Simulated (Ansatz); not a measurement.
Levels about the gap of amorphous Hf18O39In2 (59 atoms in a cell of 768 Å³, 8.80 g/cm³; zone centre alone, so wide bands show as single levels with stretches between that a denser mesh fills), at the geometry that PBE relaxed, where it gives -3.8 GPa on a denser mesh. The participation number counts the atoms over which a state spreads; weights are charges in smoothed Voronoi cells. The levels come from a single point, so bond lengths are those of that geometry. Method of the levels: PBE, scalar-relativistic without spin-orbit coupling (Ansatz, a program for electronic structure). Sampling: the zone centre alone; Fermi-Dirac width 0.02 eV; no spin polarisation. At PBE the levels at the filled edge of the gap are localised (band-tail or defect states).

The cell was made by melting and quenching with the CHGNet potential and then relaxed with DFT. O atoms were pushed apart under 1.9 Å during the dynamics, to hinder bonds among them. The hot cell started wider than the set density and was brought back towards it in steps. It is the lowest in DFT energy of 2 quenches. It is a model cell: composition and starting density were chosen by hand, and all elements were melted together. No dispersion term was used. Its density started from a set value of 8.80 and ended at 8.80 g/cm³. Cooling (nominally 380 K/ps over its main leg) ran many orders faster than in experiment, which tends to leave more defects and strain. Values belong to this one cell and scatter from quench to quench. The volume was held where the preparation left it and the shape relaxed, at a PBE pressure of -3.8 GPa (tension). Stress components on the final sampling reach 3.8 GPa.

| E - E(highest filled), eV | filling | participation number | largest on | weight O | weight Hf | weight In |
|---|---|---|---|---|---|---|
| -0.50 | filled | 24.3 | O, 3 neighbours | 0.94 | 0.06 | 0.00 |
| -0.47 | filled | 29.3 | O, 3 neighbours | 0.95 | 0.05 | 0.00 |
| -0.41 | filled | 19.9 | O, 3 neighbours | 0.95 | 0.04 | 0.01 |
| -0.35 | filled | 14.1 | O, 3 neighbours | 0.96 | 0.04 | 0.00 |
| -0.32 | filled | 15.1 | O, 3 neighbours | 0.95 | 0.05 | 0.00 |
| -0.06 | filled | 14.0 | O, 3 neighbours | 0.96 | 0.04 | 0.00 |
| 0.00 | filled | 9.6 | O, 3 neighbours | 0.95 | 0.04 | 0.00 |
| 3.15 | empty | 18.0 | In, 6 neighbours | 0.54 | 0.19 | 0.28 |
| 3.47 | empty | 15.1 | In, 6 neighbours | 0.45 | 0.25 | 0.30 |
| 3.92 | empty | 20.5 | Hf, 7 neighbours | 0.39 | 0.59 | 0.02 |
| 4.13 | empty | 29.2 | Hf, 7 neighbours | 0.39 | 0.59 | 0.02 |
| 4.30 | empty | 34.6 | Hf, 6 neighbours | 0.40 | 0.56 | 0.04 |
| 4.34 | empty | 17.8 | Hf, 6 neighbours | 0.36 | 0.63 | 0.01 |
| 4.39 | empty | 25.6 | Hf, 6 neighbours | 0.38 | 0.59 | 0.02 |

Most localised among these is the filled level at +0.00 eV, on a O atom, which has 3 neighbours (Hf 2.09 Å, Hf 2.14 Å, Hf 2.14 Å).
